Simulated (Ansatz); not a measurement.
Consider the energy of the reaction as written. Reaction: 2 cell B → cell A. Negative: the products are lower in energy.

Cell A: a sheet of composition K2, 2 atoms, hexagonal cell of 4.66 Å (18.8 Å²), symmetry P-3m1, 3.8 Å thick under 14 Å of vacuum, in-plane vectors relaxed; planes from bottom to top: K × 2; a model cell; spin state with PBE: run without spin, k-point mesh 12×12×1.
```
CELL_PARAMETERS angstrom
      4.65690     0.00000     0.00000
     -2.32845     4.03300     0.00000
      0.00000     0.00000    17.46771
ATOMIC_POSITIONS crystal
  K  0.33333 0.66667 0.60891
  K  0.66667 0.33333 0.39109
```

Cell B: a sheet of composition K, 1 atom, hexagonal cell of 4.60 Å (18.3 Å²), symmetry P6/mmm, 0.0 Å thick under 16 Å of vacuum, in-plane vectors relaxed; planes from bottom to top: K; a model cell; spin state with PBE: run without spin, k-point mesh 18×18×1.
```xyz
1
Lattice="4.6005 0.0000 0.0000 -2.3003 3.9842 0.0000 0.0000 0.0000 16.0000" Properties=species:S:1:pos:R:3 pbc="T T T"
K      0.0000     0.0000     8.0000
```

Computed with Ansatz (plane waves, PAW), its default PAW set, cutoff 420 eV, 500 eV for r2SCAN. The structures are at rest with PBE; other levels are single points on them. Neutral cells; Fermi-Dirac smearing of at most 0.10 eV in the solids, energies taken to zero width. The lattices are those relaxed with PBE, so at other levels the solids can be strained, which adds to the spread. A dispersion term (D3(BJ), or D4 for r2SCAN) was computed beside these levels and is taken off wherever the name lacks it. Nuclei at rest; no vibrational terms. The cells' k-point meshes differ in density, so the last digit is unsettled. Cell A has symmetry P-3m1 and got no random move, so less symmetric positions, which may lie lower, weren't tried. Cell B has symmetry P6/mmm and got no random move, so less symmetric positions, which may lie lower, weren't tried.

**Question.** Predict the value from PBE.

**Answer.** -0.22 eV, for 2 cell B → cell A.

**Question.** How does the value move with the functional?

**Answer.** 
| Level | value (eV) | less PBE |
|---|---|---|
| r2SCAN | -0.26 | -0.04 |

The levels span only 0.04 eV, too little to tell them apart.

Ansatz is an electronic-structure program.
